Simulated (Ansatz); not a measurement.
## Report: zincblende BP (F-43m), uniaxial stress along [110]

Cell and atoms are relaxed with PBEsol to each stress (compression positive); bands and masses by r2SCAN with spin-orbit coupling, rigid bands (plane waves, PAW; Ansatz, a first-principles code). Strains are changes of length against the unloaded cell.

```
BP
1.0
    0.00000     2.26008     2.26008
    2.26008     0.00000     2.26008
    2.26008     2.26008     0.00000
B P
1 1
Cartesian
  0.00000   0.00000   0.00000
  1.13004   1.13004   1.13004
```

```json
[
 {"stress (GPa)": "-20.00", "strain [110] (%)": "6.24", "strain [1−10] (%)": "-0.11", "strain [00−1] (%)": "-1.48", "gap (eV)": "0.491", "mean mₑ*": "0.36"},
 {"stress (GPa)": "-12.00", "strain [110] (%)": "3.46", "strain [1−10] (%)": "-0.06", "strain [00−1] (%)": "-0.80", "gap (eV)": "0.941", "mean mₑ*": "0.35"},
 {"stress (GPa)": "-4.00", "strain [110] (%)": "1.08", "strain [1−10] (%)": "-0.02", "strain [00−1] (%)": "-0.25", "gap (eV)": "1.267", "mean mₑ*": "0.33"},
 {"stress (GPa)": "0", "strain [110] (%)": "0", "strain [1−10] (%)": "0", "strain [00−1] (%)": "0", "gap (eV)": "1.383", "mean mₑ*": "0.32"},
 {"stress (GPa)": "4.00", "strain [110] (%)": "-1.02", "strain [1−10] (%)": "0.02", "strain [00−1] (%)": "0.23", "gap (eV)": "1.270", "mean mₑ*": "0.32"},
 {"stress (GPa)": "12.00", "strain [110] (%)": "-2.90", "strain [1−10] (%)": "0.05", "strain [00−1] (%)": "0.66", "gap (eV)": "1.020", "mean mₑ*": "0.32"}
]
```

[110] is the direction of the load. Masses are conductivity masses at 300 K in electron masses, harmonic means over x, y and z.

Problem. From the two loads next to zero, find the Young modulus and the ratio of transverse to axial strain, taking [1−10].

Solution. Between -4.00 and 4.00 GPa the strain along [110] changes by -2.10 % and that along [1−10] by 0.04 %. The modulus is 8.00/0.0210 = 380 GPa and the ratio of the strains 0.02 (PBEsol, atoms relaxed).

Problem. Is the response still linear at the largest tension?

Solution. The modulus predicts 5.25 % at -20.00 GPa; the table has 6.24 %, so the crystal is softer there.

Problem. How fast does the gap move on either side of zero load?

Solution. Under tension, (1.267 − 1.383) eV over -4.00 GPa = 29 meV/GPa, or about -11 eV per unit strain; under compression, (1.270 − 1.383) eV over 4.00 GPa = -28 meV/GPa, or about 11 eV per unit strain. The two slopes part by 57 meV/GPa; gaps are resolved to about 0.01 eV, which allows 5 meV/GPa, so they differ, even in sign: the gap has a turning point near zero load.

Masses are those of dilute carriers in rigid bands with one relaxation time, without polarons. Third decimals of gaps are kept for the arithmetic. Every relaxation keeps the zincblende phase (space group Imm2 under this load), so a transition, a distortion that breaks the symmetry or fracture can't show.
